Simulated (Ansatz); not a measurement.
**Carrier properties of AlP under load (space group F-43m)**

Given:

```
AlP
1.0
    0.00000     2.78498     2.78498
    2.78498     0.00000     2.78498
    2.78498     2.78498     0.00000
Al P
1 1
Direct
  0.00000   0.00000   0.00000
  0.25000   0.25000   0.25000
```

All values below come from PBE with spin-orbit coupling, rigid bands (plane waves, PAW; Ansatz, a program for electronic structure). Condition of this run: hydrostatic pressure of -4.2 GPa (compression positive) (the target of the relaxation). How the cell was made: cell and atoms relaxed with PBEsol, then loaded as said.

| Item | Result |
|---|---|
| band gap | 1.68 eV |
| electron conductivity mass (300 K, dilute) | 0.36 mₑ |
| hole conductivity mass (300 K, dilute) | 0.72 mₑ |
| effective density of states N_c (300 K) | 1.9e19 cm⁻³ |
| effective density of states N_v (300 K) | 5.7e19 cm⁻³ |
| density-of-states mass, electrons | 0.84 mₑ |
| density-of-states mass, holes | 1.73 mₑ |
| Seebeck coefficient, n-type 1e19 cm⁻³, 300 K | -271 μV/K |
| best n-type power factor at 300 K for τ = 10 fs (best axis; densities from 1e16 to 1e21 cm⁻³ tried, whether or not they can be reached) | 8.3 μW/(cm·K²) at 1e20 cm⁻³ |
| Seebeck coefficient, p-type 1e19 cm⁻³, 300 K | 400 μV/K |
| best p-type power factor at 300 K for τ = 10 fs (best axis; densities from 1e16 to 1e21 cm⁻³ tried, whether or not they can be reached) | 22 μW/(cm·K²) at 3e20 cm⁻³ |

Rigid bands; masses and Seebeck coefficients take one relaxation time τ for all states and one kind of carrier; polarons and phonon drag are left out. Geometry: cell and atoms relaxed with PBEsol.
